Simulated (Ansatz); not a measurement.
# Amorphous Si24O50Ge

The cell was made by melting and quenching with the CHGNet potential and then relaxed with DFT. O atoms were pushed apart under 1.9 Å during the dynamics, to hinder bonds among them. The hot cell started wider than the set density and was brought back towards it in steps. It is the lowest in DFT energy of 2 quenches. It is a model cell: composition and starting density were chosen by hand, and all elements were melted together. No dispersion term was used.

Methods: PBE, scalar-relativistic without spin-orbit coupling (Ansatz, a program for electronic structure); r2SCAN, scalar-relativistic without spin-orbit coupling (Ansatz); HSE06, scalar-relativistic without spin-orbit coupling (Ansatz). Geometry, pressure, stress and energy are those of the PBE run. Its sampling: a 2×2×2 Γ-centred mesh; Fermi-Dirac width 0.02 eV; no spin polarisation. Other functionals are single points at the zone centre (r2SCAN at 500 eV; exact exchange cut at the cell's faces), free to take moments where seeds were set. At PBE the levels at the filled edge of the gap are localised (band-tail or defect states), and the nearest spread-out levels lie 4.7 eV apart at the zone centre.

```json
{
 "number_of_atoms_in_the_cell": "75",
 "Density (held, not predicted)": "2.27 g/cm^3",
 "volume_per_atom": "15.08 Å³",
 "Pressure on a 2×2×2 Γ-centred mesh": "0.60 GPa",
 "Largest force and stress component on that mesh (the relaxation ran on the zone centre alone)": "0.02 eV/Å and 0.6 GPa",
 "Level gap on a 2×2×2 Γ-centred mesh (PBE)": "4.43 eV",
 "Level gap at the zone centre (PBE)": "4.43 eV",
 "Level gap at the zone centre (r2SCAN)": "5.18 eV",
 "Level gap at the zone centre (HSE06)": "6.40 eV"
}
```

Cut-offs for bonds: Si-Si 2.60 Å, Si-O 2.10 Å, Si-Ge 2.70 Å, O-O 1.58 Å, O-Ge 2.23 Å, Ge-Ge 2.81 Å. Two cations that share two anions don't count as bonded, nor two that share one unless they lie closer than Si-Si 2.38 Å, Si-Ge 2.47 Å, Ge-Ge 2.57 Å.

```json
{
  "Mean coordination of Si by anions": "4.04 (23 with 4, 1 with 5)",
  "Mean coordination of O": "2.02 (49 with 2, 1 with 3)",
  "Mean coordination of Ge by anions": "4.00 (1 with 4)",
  "Mean Si-O bond": "1.642 Å (spread 0.042 Å, 97 counted)",
  "Mean O-Ge bond": "1.785 Å (spread 0.013 Å, 4 counted)"
}
```

Its density started from a set value of 2.27 g/cm³. Cooling (nominally 400 K/ps over its main leg) ran many orders faster than in experiment, which tends to leave more defects and strain. Values belong to this one cell and scatter from quench to quench. The volume was held where the preparation left it and the shape relaxed, at a PBE pressure of 0.6 GPa. Stress components on the final sampling reach 0.6 GPa.
